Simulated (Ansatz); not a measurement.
## ZnSe: response to strain

Consider ZnSe in the zinc blende structure (space group F-43m, No. 216).

```
CELL_PARAMETERS angstrom
      0.00000     2.83273     2.83273
      2.83273     0.00000     2.83273
      2.83273     2.83273     0.00000
ATOMIC_POSITIONS crystal
  Se 0.75000 0.75000 0.75000
  Zn 0.00000 0.00000 0.00000
```

Cartesian axes are those of the cell as printed.

Strains are applied to the cell and any free atomic positions relax; under biaxial strain the out-of-plane vector relaxes too.

Computed with DFT with r2SCAN, PAW potentials and a 500 eV plane-wave cutoff in Ansatz (a first-principles code), scalar-relativistic without spin-orbit coupling.

Notes on the quantities. pressure: mean of the normal stresses, compression positive.

```tsv
variant	electron mass	pressure	volume per atom
base	0.12 mₑ (at Γ)	0.0 kbar	22.73 Å³
biaxial strain −4.63 %, plane normal [001], relaxed out of plane	0.13 mₑ (at Γ)	29.3 kbar	21.76 Å³
biaxial strain −1.58 %, plane normal [001], relaxed out of plane	0.13 mₑ (at Γ)	9.1 kbar	22.42 Å³
biaxial strain +0.85 %, plane normal [110], relaxed out of plane	–	-7.0 kbar	22.98 Å³
isotropic strain −1.54 %	0.13 mₑ (at Γ)	33.7 kbar	21.70 Å³
isotropic strain −0.49 %	0.13 mₑ (at Γ)	9.9 kbar	22.40 Å³
isotropic strain +3.34 %	0.11 mₑ (at Γ)	-51.8 kbar	25.09 Å³
uniaxial strain ε_yy = −1.76 %	0.13 mₑ (at Γ)	___	22.33 Å³
uniaxial strain ε_zz = −4.05 %	0.13 mₑ (at Γ)	29.1 kbar	21.81 Å³
tensor shear ε_yz = +2.84 %	–	0.4 kbar	22.71 Å³
```

What belongs in the blanks?


- uniaxial strain ε_yy = −1.76 %, pressure: 12.0 kbar

A biaxial case was relaxed in a doubled cell and then solved in the primitive one. The levels and masses belong to the bands next to the band gap. Effective masses come from finite differences of ±0.01 Å⁻¹. Whether these cells are dynamically stable was not tested.
